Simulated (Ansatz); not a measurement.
Response to strain in hypothetical Fm-3m WSe2

The reference is WSe2 (space group Fm-3m, No. 225; a = 6.261 Å; ferromagnetic; a hypothetical phase, not in the database extracts checked; relaxed with 0.1 eV smearing). Axes: x, y, z lie along the cube axes.

Strains are applied to the cell and any free atomic positions relax; under biaxial strain the out-of-plane vector relaxes too; under stress the whole cell relaxes.

Method: PBE, PAW, 420 eV (Ansatz, a quantum-chemistry and plane-wave program; without spin-orbit coupling).

Notes on the quantities. pressure: mean of the normal stresses, compression positive; energy relative to the base: free energy F.

```json
[
 {"change": "base", "pressure": "0.0 GPa", "largest site moment": "1.25 μB", "energy relative to the base": "0 meV/atom", "shortest interatomic distance": "2.711 Å", "space group": "Fm-3m (No. 225)"},
 {"change": "biaxial strain +0.33 %, plane normal [001], relaxed out of plane", "pressure": "-0.5 GPa", "largest site moment": "1.26 μB", "energy relative to the base": "+0.3 meV/atom", "shortest interatomic distance": "2.715 Å", "space group": "I4/mmm (No. 139)"},
 {"change": "biaxial strain +0.61 %, plane normal [001], relaxed out of plane", "pressure": "-0.9 GPa", "largest site moment": "1.27 μB", "energy relative to the base": "+1.1 meV/atom", "shortest interatomic distance": "2.719 Å", "space group": "I4/mmm (No. 139)"},
 {"change": "isotropic strain +2.65 %", "pressure": "-7.3 GPa", "largest site moment": "1.41 μB", "energy relative to the base": "+41 meV/atom", "shortest interatomic distance": "2.783 Å", "space group": "Fm-3m (No. 225)"},
 {"change": "uniaxial strain ε_yy = +1.04 %", "pressure": "-1.1 GPa", "largest site moment": "1.27 μB", "energy relative to the base": "+1.4 meV/atom", "shortest interatomic distance": "2.720 Å", "space group": "I4/mmm (No. 139)"},
 {"change": "uniaxial strain ε_zz = −1.37 %", "pressure": "1.5 GPa", "largest site moment": "1.21 μB", "energy relative to the base": "+2.5 meV/atom", "shortest interatomic distance": "2.699 Å", "space group": "I4/mmm (No. 139)"},
 {"change": "uniaxial strain ε_zz = +4.95 %", "pressure": "-4.8 GPa", "largest site moment": "1.34 μB", "energy relative to the base": "+31 meV/atom", "shortest interatomic distance": "2.757 Å", "space group": "I4/mmm (No. 139)"},
 {"change": "uniaxial stress, 5 GPa compression along x", "pressure": "–", "largest site moment": "1.20 μB", "energy relative to the base": "+9.2 meV/atom", "shortest interatomic distance": "2.698 Å", "space group": "I4/mmm (No. 139)"},
 {"change": "uniaxial stress, 8 GPa tension along z", "pressure": "–", "largest site moment": "1.29 μB", "energy relative to the base": "+23 meV/atom", "shortest interatomic distance": "2.735 Å", "space group": "I4/mmm (No. 139)"},
 {"change": "tensor shear ε_xz = −2.75 %", "pressure": "0.1 GPa", "largest site moment": "1.22 μB", "energy relative to the base": "…", "shortest interatomic distance": "…", "space group": "Immm (No. 71)"}
]
```

**Question.** Some entries are withheld; estimate them.

**Answer.** 
- tensor shear ε_xz = −2.75 %, energy relative to the base: +5.9 meV/atom
- tensor shear ε_xz = −2.75 %, shortest interatomic distance: 2.683 Å

Other magnetic orders, which the real material may have, were not ruled out. Stability under load was not tested beyond the relaxation.
